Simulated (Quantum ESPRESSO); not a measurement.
Quantum ESPRESSO 7.5, DFT, PBE, plane waves, PseudoDojo 0.5 standard norm-conserving PBE (local tails restored to the Coulomb form): diamond-structure Si, 2 atoms. Basis and mesh were picked for this test and aren't claimed converged.

* **cell**: 3.84, 3.84, 3.84 Å; 60, 60, 60°
* **task**: phonons by DFPT
* **k mesh**: 10×10×10
* **ecutwfc**: 36 Ry
* **ecutrho**: 144 Ry
* **occupations**: fixed
* **conv_thr**: 1e-12 Ry
* **tprnfor**: true
* **tstress**: false
* **tr2_ph**: 1e-18
* **q**: [0, 0, 0] 2π/alat, Cartesian
* **k-point pools (-nk)**: 4
* **k-points computed**: 47

Machine: one whole node, AMD EPYC (Zen 5), 96 cores on 1 socket, no SMT, 12 L3 cache groups; 94 cores' worth of CPU time may be used.

Run on 4 ranks, it takes 6.3 s from launch to exit:

```bash
# ahead of the timed run: OMP_NUM_THREADS=1 mpirun -np 4 pw.x -nk 4 -in first.in
OMP_NUM_THREADS=1 mpirun -np 4 ph.x -nk 4 -in ph.in
```

From its output:

```
     Parallel version (MPI & OpenMP), running on       4 processor cores
     Number of MPI processes:                 4
     Threads/MPI process:                     1
     K-points division:     npool     =       4
     Subspace diagonalization in iterative solution of the eigenvalue problem:
     a serial algorithm will be used
     Using Slab Decomposition
     number of atoms/cell      =            2
     convergence threshold     =      1.0E-18
     number of iterations used =            4
     number of k points=    47
...
     INITIALIZATION:
     phq_setup    :      0.02s CPU      0.02s WALL (       1 calls)
     phq_init     :      0.02s CPU      0.02s WALL (       1 calls)

     phq_init     :      0.02s CPU      0.02s WALL (       1 calls)
     set_drhoc    :      0.00s CPU      0.00s WALL (       3 calls)
     init_vloc    :      0.02s CPU      0.02s WALL (       1 calls)
     init_us_1    :      0.00s CPU      0.00s WALL (       1 calls)
     init_us_2    :      0.03s CPU      0.03s WALL (     240 calls)

     DYNAMICAL MATRIX:
     dynmat0      :      0.01s CPU      0.01s WALL (       1 calls)
     dynmat_us    :      0.01s CPU      0.01s WALL (       1 calls)
     d2ionq       :      0.00s CPU      0.00s WALL (       1 calls)
     dynmatcc     :      0.01s CPU      0.01s WALL (       1 calls)
     phqscf       :      5.36s CPU      5.51s WALL (       1 calls)
     dynmatrix    :      0.00s CPU      0.00s WALL (       1 calls)

     phqscf       :      5.36s CPU      5.51s WALL (       1 calls)
     solve_linter :      5.34s CPU      5.49s WALL (       2 calls)
     dfpt_kernel  :      5.15s CPU      5.30s WALL (       2 calls)
     sth_kernel   :      4.52s CPU      4.61s WALL (      14 calls)
     h_prec       :      0.00s CPU      0.00s WALL (     168 calls)
     apply_dpot_b :      0.26s CPU      0.28s WALL (     432 calls)
     ortho        :      0.01s CPU      0.01s WALL (     504 calls)
     cgsolve      :      3.85s CPU      3.92s WALL (     504 calls)
     incdrhoscf   :      0.36s CPU      0.36s WALL (     504 calls)
     dv_of_drho   :      0.07s CPU      0.08s WALL (      42 calls)
     mix_pot      :      0.02s CPU      0.06s WALL (      14 calls)
     drhodv       :      0.02s CPU      0.02s WALL (       2 calls)
     psymdvscf    :      0.52s CPU      0.53s WALL (      14 calls)
     com_dvloc    :      0.01s CPU      0.01s WALL (      84 calls)
     addcore      :      0.01s CPU      0.01s WALL (      48 calls)

     dvqpsi_us    :      0.17s CPU      0.17s WALL (      72 calls)
     dvqpsi_us_on :      0.02s CPU      0.02s WALL (      72 calls)

     add_vuspsi   :      0.13s CPU      0.13s WALL (    6188 calls)

      General routines
     calbec       :      0.17s CPU      0.17s WALL (    6596 calls)
     fft          :      0.15s CPU      0.16s WALL (     581 calls)
     ffts         :      0.01s CPU      0.01s WALL (      84 calls)
     fftw         :      3.56s CPU      3.63s WALL (   52166 calls)
     davcio       :      0.03s CPU      0.05s WALL (    1912 calls)
     write_rec    :      0.01s CPU      0.01s WALL (      16 calls)

      Additional routines
     ch_psi       :      3.79s CPU      3.85s WALL (    6188 calls)
     last         :      0.09s CPU      0.09s WALL (    6188 calls)
     Hesh         :      0.01s CPU      0.01s WALL (    6188 calls)
     ch_psi_all_k :      0.07s CPU      0.07s WALL (    6188 calls)
     h_psi_bgrp   :      3.66s CPU      3.72s WALL (    6188 calls)
     h_psi        :      3.65s CPU      3.71s WALL (    6188 calls)
     h_psi:pot    :      3.63s CPU      3.69s WALL (    6188 calls)
     h_psi:calbec :      0.16s CPU      0.17s WALL (    6188 calls)
     s_psi_bgrp   :      0.03s CPU      0.03s WALL (   12880 calls)

     PHONON       :      5.58s CPU      5.74s WALL
```

Wall times, medians of two to five repeats, each run alone on the node (launch to exit). Unless noted, each process is bound to its own block of adjacent cores. The times hold for this build (conda-forge: Open MPI 5.0, OpenMP, OpenBLAS 0.3.34 (pthreads), FFTW, ScaLAPACK, ELPA). Scratch files lie in a memory file system. A preparatory run goes ahead and isn't timed.

Q: What holds this run back, and which change relieves it on the same cores with the result kept within 1.0 cm⁻¹ in frequencies (largest shift), 10 cm⁻¹ in the acoustic modes at q = 0 (no sum rule applied; largest shift)?

A: The largest part is solving the linear systems (cgsolve), 62 % of the time from launch to exit. FFTs of the orbitals (fftw) take 3.6 s in the whole run. One change that relieves it (others may too): going from tr2_ph = 1e-18 to tr2_ph = 1e-12, the fastest of the measured ones that keep the result: 6.3 s to 3.9 s (1.6× as fast). The largest move is in solving the linear systems (cgsolve): 3.9 s to 2.1 s. Response iterations (all representations) go from 14 to 8. These two results differ by: frequencies (largest shift) 0.18 cm⁻¹, the acoustic modes at q = 0 (no sum rule applied; largest shift) 7.0 cm⁻¹. Others tried: tr2_ph = 1e-14 (4.7 s); tr2_ph = 1e-16 (5.5 s).
